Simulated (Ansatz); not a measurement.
```xyz
8
Lattice="28.0000 0.0000 0.0000 0.0000 11.0000 0.0000 0.0000 0.0000 2.7246" Properties=species:S:1:pos:R:3 pbc="T T T"
Au     5.6800     5.5000     0.0000
Au     8.0613     5.5000     1.3623
Au    10.4337     5.5000     0.0000
Au    12.8092     5.5000     1.3623
Au    15.1908     5.5000     0.0000
Au    17.5663     5.5000     1.3623
Au    19.9387     5.5000     0.0000
Au    22.3200     5.5000     1.3623
```

The numbers are results of PBE (plane waves to 420 eV, PAW; Ansatz, a first-principles code), not measurements. Mesh 1×1×110. No spin polarisation. It repeats along c; a and b span vacuum. A hypothetical model. Only distortions within the start's symmetry and period were free. Values not marked SOC lack spin–orbit coupling. Buckling under compression is shut out by symmetry and the short period.

### Question
Give the properties of this body.

### Answer
```
Quantity                                                                                                             Value
--------------------------------------------------------------------  ----------------------------------------------------
largest distance between nuclei across the axis                                                                    16.64 Å
PBE gap                                                                                               none (under 0.01 eV)
crossings of the Fermi level between Γ and the zone edge (49 points)  7, each for both spins (ideal conductance 7 × 2e²/h)
axial stiffness dF/dε                                                                                               149 nN
```
